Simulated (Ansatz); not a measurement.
**Several settings converged on FeNiPt₆ (P4mm, 8 atoms in the cell)**

```
FeNiPt6
1.0
    3.85833     0.00000     0.00000
    0.00000     3.85833     0.00000
    0.00000     0.00000     7.67528
Fe Ni Pt
1 1 6
Cartesian
  0.00000   0.00000   0.05000
  0.00000   0.00000   3.83764
  1.92917   1.92917   0.00000
  1.92917   1.92917   3.83764
  1.92917   0.00000   1.90923
  1.92917   0.00000   5.76605
  0.00000   1.92917   1.90923
  0.00000   1.92917   5.76605
```
Moments meant for the start (each program seeds them in its own way; μB, in the order of the atoms Fe Ni Pt Pt Pt Pt Pt Pt): 4.0 2.0 0.0 0.0 0.0 0.0 0.0 0.0.

Base method: LDA (PW92), default PAW files made with PBE (plane waves; Ansatz, a program for electronic structure).

Base settings: basis.ecutwfc = 420 eV; kpoints.mp_grid.grid = 3 3 2; hamiltonian.xc = lda; hamiltonian.pseudopotentials = {kind: paw} (the program's default PAW files); magnetization.spin_polarized = true; scf.occupations.method = gaussian; scf.occupations.width = 0.1 eV.

The count of work is k-points × plane waves × bands × iterations; it is no time. Core times come from one kind of shared machine, to one figure; runs under 30 s give none.

**The cutoff for other potential files**

Level: DFT, LDA (PW92), plane waves, harder PAW files (source: ansatz) made with PBE.

In this ladder: hamiltonian.pseudopotentials = {kind: paw, source: ansatz}.

The second cell is the first with its lattice scaled by 0.98.

The mesh stays at the base's, so the ladder's end is converged at best in this setting alone.

The first pressure column holds Ansatz's estimate of the finite-basis (Pulay) stress, which hides part of the cutoff error; the other is without it.

Only quantities that move along the ladder and can be compared are tabulated.

```tsv
basis.ecutwfc	free energy less the last step's (meV/atom)	energy of the compressed cell less the first (meV/atom)	pressure (GPa)	pressure without the Pulay estimate (GPa)	largest difference of a force vector from the last step's (eV/Å)	count of work / last	core time / last (rough)
415 eV	1805.91	-20.53	-9.55	-113.05	0.125	0.11	–
505 eV	355.94	-10.37	-9.72	-33.54	0.026	0.14	0.2
645 eV	30.27	-7.06	-9.30	-11.71	0.002	0.22	0.2
780 eV	6.37	-6.64	-9.28	-9.49	0.000	0.28	0.3
920 eV	4.34	-6.65	-9.28	-9.33	0.000	0.36	0.4
1105 eV	3.37	-6.65	-9.29	-9.31	0.000	0.46	0.5
1380 eV	2.72	-6.65	-9.29	-9.36	0.000	0.69	0.7
1840 eV	0.00	-6.68	-9.29	-9.30	0.000	1.0	1
```

Coarsest basis.ecutwfc that holds the pressure within 0.1 GPa of the last step, with all finer ones: 645 eV, at 0.22 of the last step's count of work and about 0.2 of the last step's time; the step before is off by 0.43 GPa.

Coarsest basis.ecutwfc that holds the free energy within 5 meV/atom: not settled: the last two steps still differ by 2.7 meV/atom, over half the tolerance, so the ladder does not show it.

Coarsest basis.ecutwfc that holds the pressure without the Pulay estimate within 1 GPa of the last step, with all finer ones: 780 eV, at 0.28 of the last step's count of work and about 0.3 of the last step's time; the step before is off by 2.4 GPa.

At the lowest cutoff the pressure without the Pulay estimate lies 104 GPa under the last step's, the usual sign of Pulay stress in an incomplete plane-wave basis.

**The density cutoff**

The mesh stays at the base's, so the ladder's end is converged at best in this setting alone.

Only quantities that move along the ladder and can be compared are tabulated.

| basis.ecutrho_ratio | free energy less the last step's (meV/atom) | pressure (GPa) |
|---|---|---|
| 2 | -1.33 | -9.23 |
| 3 | -0.04 | -9.34 |
| 4 | -0.01 | -9.35 |
| 5 | 0.00 | -9.35 |
| 6 | 0.00 | -9.35 |
| 8 | 0.00 | -9.35 |
| 10 | 0.00 | -9.35 |
| 12 | 0.00 | -9.35 |
| 16 | 0.00 | -9.35 |

Coarsest basis.ecutrho_ratio that holds the pressure within 0.1 GPa of the last step, with all finer ones: 3; the step before is off by 0.12 GPa.

Coarsest basis.ecutrho_ratio that holds the free energy within 0.5 meV/atom of the last step, with all finer ones: 3; the step before is off by 1.3 meV/atom.

**The relaxed cell against the cutoff**

On FeNiPt6 (P4/mmm, 8 atoms in the cell): atoms on their sites.

In this ladder: relax = cell and atoms.

The mesh stays at the base's, so the ladder's end is converged at best in this setting alone.

Only quantities that move along the ladder and can be compared are tabulated.

| basis.ecutwfc | relaxed volume (Å³/atom) | relaxation steps | core time / last (rough) |
|---|---|---|---|
| 295 eV | 13.821 | 20 | 0.8 |
| 355 eV | 13.780 | 8 | 0.4 |
| 420 eV | 13.780 | 6 | 0.5 |
| 505 eV | 13.779 | 6 | 0.5 |
| 630 eV | 13.779 | 6 | 0.7 |
| 840 eV | 13.779 | 6 | 1 |

Coarsest basis.ecutwfc that holds the relaxed volume within 0.028 Å³/atom of the last step, with all finer ones: 355 eV, at about 0.4 of the last step's time; the step before is off by 0.042 Å³/atom.

At the lowest cutoff the cell relaxes to a volume 0.3 % larger than at the highest. Ansatz relaxes on a stress corrected for the finite basis.

On the base run: the starting cell comes from a database of computed structures (which also holds hypothetical and non-ambient phases and stackings), without a prior relaxation at this level. Its lattice was rescaled by up to half a per cent. One atom was moved a little off its site on purpose. The magnetic order is the one reached from the typed start; others were not searched systematically. Without a gap this mesh is coarse (it stands for a supercell whose shortest vector is 12 Å).

Left out of this page: 2 runs of the series stopped by limits of time or memory.

Keys are those of Ansatz 0.2.
